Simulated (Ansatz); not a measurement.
A calculation on Al2Cu (I4/mcm, No. 140, 6 atoms in the cell; start mp-998) returned lattice constant a 5.998 Å, lattice parameter c 4.805 Å, bulk modulus 114 GPa, cohesive energy 3.85 eV/atom.

**Question.** Which level of theory produced these numbers?
A) PBEsol (Ansatz (a quantum-chemistry and plane-wave program))
B) LDA (Ansatz)
C) PBE (Ansatz)
D) r²SCAN (Ansatz)

**Answer.** D, r²SCAN (Ansatz)

The others give: LDA 5.939 Å, 4.776 Å, 115 GPa, 4.38 eV/atom; PBEsol 5.999 Å, 4.820 Å, 109 GPa, 4.07 eV/atom; PBE 6.057 Å, 4.876 Å, 100 GPa, 3.63 eV/atom.

Unless a cell is named, each level is at its own relaxed cell (LDA 14.04, PBE 14.91, PBEsol 14.45, r²SCAN 14.40 Å³/atom).

Caveats: the bulk modulus is −V dP/dV from two relaxed cells at ±2 % in volume (LDA, PBEsol, PBE, r²SCAN); the relaxation could not lower the start's symmetry, so the cell can be a saddle point above a distorted one (LDA, PBEsol, PBE, r²SCAN). Ansatz's density-functional and Hartree–Fock values are scalar-relativistic unless marked +SOC, with PAW data made under PBE.

A start named mp-… is a Materials Project structure, which need not be a measured phase.
